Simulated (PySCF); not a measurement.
PySCF 2.14.0, unrestricted BP86/def2-svp, df: Mn(Cl)(SH) ([SH][Mn][Cl]), charge 0, multiplicity 6, 4 atoms. The geometry is a generated start, not checked to be a minimum at this level.

| Property | Value |
|---|---|
| task | energy |
| method | bp86 |
| basis | def2-svp |
| two-electron scheme | density fitting |
| mol.max_memory | 3000 MB |
| mf.max_cycle | 100 |
| mf.init_guess | minao (default) |
| mf.DIIS | CDIIS (default) |
| mf.diis_space | 8 (default) |
| mf.conv_tol | 1e-09 (default) |
| mf.grids.level | 3 (default) |
| basis functions | 72 |
| grid points | 68472 |

```xyz
4

Mn     0.7862     0.1840    -0.6163
Cl     1.9580    -1.4086    -0.8138
S     -0.9835     0.9586     0.3125
H     -1.7607     0.2660     1.1176
```

Charge 0 and multiplicity 6 are set for this test and not shown to be the ground state.

One run each on 2 threads, 1 BLAS thread. Values of level_shift (Hartree) tried: 0 (default), 0.1, 0.3, 1.

**Question.** How does the count of Fock builds change with level_shift (Hartree), and where is it least?

**Answer.** Fewest Fock builds: 0.1 with 28. The count rises to 86 at 1. All converge to one solution.

| level_shift (Hartree) | Fock builds | end |
|---|---|---|
| 0 (default) | 40 | same solution |
| 0.1 | 28 | same solution |
| 0.3 | 42 | same solution |
| 1 | 86 | same solution |
